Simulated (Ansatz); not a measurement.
```
CELL_PARAMETERS angstrom
      7.73530     0.00008    -0.08298
      3.86772     6.69938    -0.02786
     -3.17262     0.60981    25.37428
ATOMIC_POSITIONS crystal
  Si 0.59096 0.98063 0.07690
  Si 0.08272 0.98416 0.07679
  Si 0.57851 0.49093 0.07672
  Si 0.08008 0.47858 0.07663
  Si 0.89200 0.31869 0.04304
  Si 0.40237 0.31934 0.04802
  Si 0.90951 0.81247 0.04364
  Si 0.39822 0.82948 0.04381
  Si 0.31100 0.63649 0.20145
  Si 0.81325 0.63683 0.20267
  Si 0.31354 0.13590 0.20148
  Si 0.81207 0.13860 0.20168
  Si 0.63336 0.97172 0.17114
  Si 0.13015 0.97347 0.17093
  Si 0.62956 0.47616 0.17099
  Si 0.12872 0.47219 0.17082
  Si 0.04178 0.29084 0.32666
  Si 0.54171 0.29017 0.32653
  Si 0.04214 0.79141 0.32672
  Si 0.54088 0.79069 0.32589
  Si 0.35906 0.62657 0.29527
  Si 0.86032 0.62735 0.29607
  Si 0.35937 0.12717 0.29527
  Si 0.85947 0.12779 0.29548
  Si 0.77171 0.94187 0.45105
  Si 0.27243 0.94586 0.45107
  Si 0.76796 0.44637 0.45081
  Si 0.27096 0.44455 0.45104
  Si 0.08767 0.28212 0.42042
  Si 0.58916 0.27944 0.42035
  Si 0.09014 0.78151 0.42054
  Si 0.58797 0.78127 0.41930
  Si 0.49166 0.60586 0.57821
  Si 0.00303 0.58900 0.57840
  Si 0.50915 0.09981 0.57882
  Si 0.99901 0.09909 0.57391
  Si 0.82285 0.92741 0.54533
  Si 0.32115 0.93976 0.54525
  Si 0.81035 0.43784 0.54507
  Si 0.31823 0.43434 0.54518
  Au 0.34511 0.65638 0.66562
  Au 0.91660 0.78917 0.66347
  Au 0.18421 0.37719 0.66439
  Au 0.75507 0.51279 0.66187
  Au 0.05013 0.08564 0.66876
  Au 0.62265 0.21672 0.66619
  Au 0.47721 0.94951 0.66301
  Au 0.29470 0.12277 0.76236
  Au 0.85953 0.26663 0.76242
  Au 0.15418 0.83260 0.76251
  Au 0.73080 0.97187 0.76306
  Au 0.00562 0.54540 0.76264
  Au 0.57819 0.69865 0.76231
  Au 0.43503 0.40608 0.76326
  Au 0.24752 0.58724 0.85951
  Au 0.82320 0.72109 0.85955
  Au 0.10687 0.29669 0.85960
  Au 0.67044 0.44814 0.85886
  Au 0.96621 0.01375 0.85864
  Au 0.54176 0.15328 0.85943
  Au 0.39584 0.87430 0.85957
  Au 0.21726 0.04208 0.95785
  Au 0.77873 0.20300 0.95566
  Au 0.05628 0.76309 0.95619
  Au 0.64644 0.90658 0.95993
  Au 0.92433 0.46997 0.95885
  Au 0.48503 0.62999 0.95884
  Au 0.35143 0.33346 0.95316
```

The first 40 atoms are the substrate (Si), the rest the film (Au).

These are PBE (plane waves to 420 eV, PAW; Ansatz, a program for electronic structure) values and carry that method's errors. No spin–orbit coupling; the runs are not spin-polarised; PBE gaps are too small against experiment. Its k-point mesh 4×4×1, Fermi–Dirac width 0.05 eV.

**Question.** Describe the bonding at the interfaces and give the barriers.

**Answer.** A periodic stack without vacuum, fcc Au (1 1 1) on silicon (1 1 1) (film strained to the substrate, faces as cut): substrate slab Si40, film Au28, surface cells [[0, -2], [2, -2]] and [[-3, 2], [-2, -1]], film strained by -0.5 and -0.5 %, faces Si/Si and Au/Au as cut (like faces can put a slab off its formula).
The interface area is 51.8 Å² and the period is 25.34 Å. The gaps between the outermost planes at the two interfaces is 2.10 and 2.11 Å. The Au–Si contacts across the interfaces within 1.22 times the sum of covalent radii is 14, mean 2.56 Å. The hole barrier (PBE) comes out as 0.11 eV and the electron barrier (PBE) is 0.50 eV.
